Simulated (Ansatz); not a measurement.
```
BaO
1.0
    0.00000     2.78681     2.78681
    2.78681     0.00000     2.78681
    2.78681     2.78681     0.00000
Ba O
1 1
Direct
  0.00000   0.00000   0.00000
  0.50000   0.50000   0.50000
```

Problem. List the harmonic phonon frequencies (cm⁻¹; finite displacements on a 6×6×6 mesh, Ansatz, a program for electronic structure, PBE functional, plane-wave PAW, k mesh 6×6×6) at q = (0.000, 0.167, -0.500), (0.167, 0.333, -0.500), (0.000, -0.500, -0.500), in fractions of this cell's reciprocal vectors. At Γ leave out the LO-TO shift.

Solution. 
- (0.000, 0.167, -0.500): 62, 73, 142, 181, 190, 334
- (0.167, 0.333, -0.500): 66, 84, 123, 145, 178, 304
- (0.000, -0.500, -0.500): 80, 80, 109, 109, 110, 187
